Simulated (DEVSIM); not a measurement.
System: Si p-i-n diode, at 300 K.

Layer 1 from the left is Si, thickness (μm) 0.270, Na (cm⁻³) 1.4e18, τn (s) 0.00066, τp (s) 0.00066. Layer 2 from the left is Si, thickness (μm) 4.00, Nd (cm⁻³) 3.8e11, τn (s) 0.00066, τp (s) 0.00066. Layer 3 from the left is Si, thickness (μm) 0.610, Nd (cm⁻³) 9.5e18, τn (s) 0.00066, τp (s) 0.00066.

Left contact: ohmic. Right contact: ohmic. Voltage is applied to the left contact. Recombination: SRH at mid-gap, Auger. Gap narrowing is on: ΔEg = 6.92 meV × (l + √(l² + 0.5)), l = ln(N/1.3e17 cm⁻³), shared equally by both band edges. Mobility is μmin + (μ − μmin)/(1 + (N/Nref)^α).

The device is made up for the run: typed textbook-type constants, with dimensions and the other settings drawn at random. Values at 300 K.

Si: gap (eV) 1.124, affinity (eV) 4.05, permittivity 11.7, Nc (cm⁻³) 2.86e19, Nv (cm⁻³) 3.1e19, μn (cm²/Vs) 1417, μp (cm²/Vs) 470, μn,min 52, μp,min 45, Nref,n 9.7e16, Nref,p 2.2e17, αn 0.68, αp 0.72, Cn (cm⁶/s) 2.8e-31, Cp (cm⁶/s) 9.9e-32.

Model (solved in DEVSIM): 1D drift-diffusion, Boltzmann statistics, complete ionisation; no tunnelling, impact ionisation, image-force lowering or self-heating.

**Question.** What does the simulation give for the dark forward voltage at 1 A/cm², the potential step across the device at zero bias, the dark forward voltage at 100 A/cm²?

**Answer.** dark forward voltage at 1 A/cm² 0.651 V; potential step across the device at zero bias 0.969 V; dark forward voltage at 100 A/cm² 0.774 V.
